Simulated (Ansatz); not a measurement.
Si (I4_1/amd), Ansatz (a program for electronic structure) with HSE06, rigid bands: Condition of this run: biaxial stress in (001) of -5.4 GPa (compression positive) (the target of the relaxation). band gap 0.50 eV, N_c = 9.72e18 cm⁻³ and N_v = 2.93e18 cm⁻³ at 300 K, conductivity masses along x (a = (0.00, 2.81, 2.64) Å; b = (2.81, 0.00, 2.64) Å; c = (2.81, 2.81, 0.00) Å) of 0.207 mₑ (electrons) and 0.279 mₑ (holes). Take k_BT = 0.02585 eV.

Question: What thermal injection velocity √(2k_BT/πm) limits a ballistic channel along the direction named?

Answer: 1.18e7 cm/s for electrons and 1.02e7 cm/s for holes, a ratio of √(m_h/m_e) = 1.16, for dilute carriers.

Question: What built-in voltage has an abrupt junction with N_A = 1e17 and N_D = 1e18 cm⁻³, all dopants ionised?

Answer: V_bi = E_g/e − (k_BT/e) ln(N_c N_v/(N_A N_D)) = 0.50 − 0.02585 × 5.65 = 0.35 V. It follows the computed gap one for one.

Question: Find the intrinsic carrier density and the intrinsic Fermi level.

Answer: n_i = √(N_c N_v) exp(−E_g/2k_BT) = 5.34e18 × exp(−9.67) = 3.4e14 cm⁻³. The level lies (k_BT/2) ln(N_v/N_c) = -16 meV from mid-gap (positive towards the conduction band). Each 0.1 eV added to the gap lowers n_i by a factor of 6.9.

Rigid, parabolic bands with the computed gap; masses take one relaxation time for all states. Spin-orbit coupling is left out; where it splits the top of the valence band, N_v and the p-type Seebeck coefficient come out somewhat high without it. Geometry: cell and atoms relaxed with PBEsol.
